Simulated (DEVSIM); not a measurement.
## abrupt Si n-p junction

Structure: abrupt Si n-p junction, at 300 K.

```tsv
layer (left to right)	material	thickness (μm)	Nd (cm⁻³)	Na (cm⁻³)	τn (s)	τp (s)
1	Si	2.60	5.3e18	-	0.00013	0.00013
2	Si	12.0	-	5.2e17	0.00013	0.00013
```

Left contact: ohmic. Right contact: ohmic. Voltage is applied to the left contact. Recombination: SRH at mid-gap, radiative, Auger. Mobility is constant in doping.

The device is made up for the run: typed textbook-type constants, with dimensions and the other settings drawn at random. Values at 300 K.

```csv
parameter,Si
gap (eV),1.124
affinity (eV),4.05
permittivity,11.7
Nc (cm⁻³),2.86e19
Nv (cm⁻³),3.1e19
μn (cm²/Vs),1417
μp (cm²/Vs),470
B (cm³/s),4.7e-15
Cn (cm⁶/s),2.8e-31
Cp (cm⁶/s),9.9e-32
```

DEVSIM, 1D drift-diffusion, Boltzmann statistics, complete ionisation; no tunnelling, impact ionisation, image-force lowering or self-heating.

```
Quantity                                            Result
---------------------------------------------  -----------
Potential step across the device at zero bias      0.975 V
Largest field in the device at zero bias       370000 V/cm
Dark forward voltage at 1 A/cm²                    0.708 V
Dark forward voltage at 100 A/cm²                  0.828 V
```

Dark forward current:

(V (V), J (A/cm²)): (-0.30, -1.4e-7); (-0.35, -9.6e-7); (-0.40, -6.6e-6); (-0.45, -4.6e-5); (-0.50, -0.00032); (-0.55, -0.0022); (-0.60, -0.015); (-0.65, -0.10); (-0.70, -0.73); (-0.75, -5.0); (-0.80, -34); (-0.85, -230); (-0.90, -1300); (-0.95, -4900)
